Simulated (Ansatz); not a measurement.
# CdSe: isotropic strain +2.00 %

Consider CdSe in the zinc blende structure (space group F-43m, No. 216; a = 6.007 Å).

Modification: an isotropic linear strain of +2.00 %, atoms relaxed at fixed cell.

Method: LDA (Ansatz, a first-principles code; PAW; 420 eV plane waves; spin-orbit coupling left out). k-mesh 10×10×10 (Γ-centred); smearing 0.05 eV (Fermi–Dirac).

The volume per atom grows by 1.66 Å³, from 27.10 Å³ to 28.76 Å³ and the space group stays F-43m (No. 216). The shortest interatomic distance goes up by 0.052 Å (2.601 Å → 2.653 Å) and the energy goes up by 16 meV/atom. The pressure goes from zero to -2.99 GPa and the band gap drops by 0.12 eV, from 0.41 eV to 0.29 eV. The gap character stays direct at Γ and the mean gap deformation potential ΔEg/Δln V is -2.0 eV. The width of the top valence band drops by 0.25 eV, from 2.41 eV to 2.16 eV and the electron mass goes from 0.041 mₑ (at Γ) to 0.031 mₑ (at Γ). The hole mass (degenerate bands, along [100]) changes from 0.042, 0.62, 0.62 mₑ (at Γ) to 0.031, 0.68, 0.68 mₑ (at Γ).

Final structure:

```yaml
crystal:
  lattice:
    - [0.00000, 3.06381, 3.06381]
    - [3.06381, 0.00000, 3.06381]
    - [3.06381, 3.06381, 0.00000]
  atoms:
    - { symbol: Cd, position: [0.00000, 0.00000, 0.00000] }
    - { symbol: Se, position: [0.25000, 0.25000, 0.25000] }
```

Effective masses come from finite differences of ±0.01 Å⁻¹. Whether these cells are dynamically stable was not tested. A zero or small gap of CdSe under isotropic strain +2.00 % can be the functional's error rather than a property of the material.
